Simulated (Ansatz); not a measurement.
Base system: IrO$_{2}$ in the rutile structure (space group P4_2/mnm, No. 136; a = 4.529 Å, c = 3.180 Å).

Level of theory: plane-wave PAW DFT at the PBE level (Ansatz, a quantum-chemistry and plane-wave program, 420 eV), spin-orbit coupling left out.

One change was made to it. Results:

```
quantity             base     after
---------------  --------  --------
volume per atom  10.87 Å³  10.24 Å³
c/a ratio           0.702     0.712
```

Problem. Name the change that was made.
A) pressure 4.2 GPa
B) pressure 18 GPa
C) pressure −2 GPa
D) pressure 1.8 GPa

Solution. B, pressure 18 GPa. For comparison, the volume per atom in the other runs: pressure 4.2 GPa gives 10.71 Å³; pressure −2 GPa gives 10.96 Å³; pressure 1.8 GPa gives 10.80 Å³.

Load acts through the strain it causes; cell and atoms are relaxed under it. No phonon test of stability was made. No other phases were tried under pressure. No Hubbard U is applied, and correlation can decide whether such a compound is a metal. All final runs are without spin polarisation.
